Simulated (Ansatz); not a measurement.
Consider BN in the wurtzite structure (space group P6_3mc, No. 186; a = 2.555 Å, c = 4.225 Å). Axes: x lies along a and z along c of the hexagonal cell.

The values are results of Kohn–Sham DFT with the PBE functional, run in Ansatz (a quantum-chemistry and plane-wave program) with PAW and 420 eV plane waves, scalar-relativistic without spin-orbit coupling, not measurements.

Base values:

The band gap comes out as 5.23 eV.

Perturbation: biaxial strain +4.46 %, plane normal [001], relaxed out of plane (Cartesian); in-plane vectors clamped, the third vector and the atoms free.

What does the calculation give for the band gap and out-of-plane strain after the change?

The band gap rises by 0.23 eV (5.23 eV → 5.46 eV); the out-of-plane strain amounts to -0.49 %.

Whether these cells are dynamically stable was not tested.
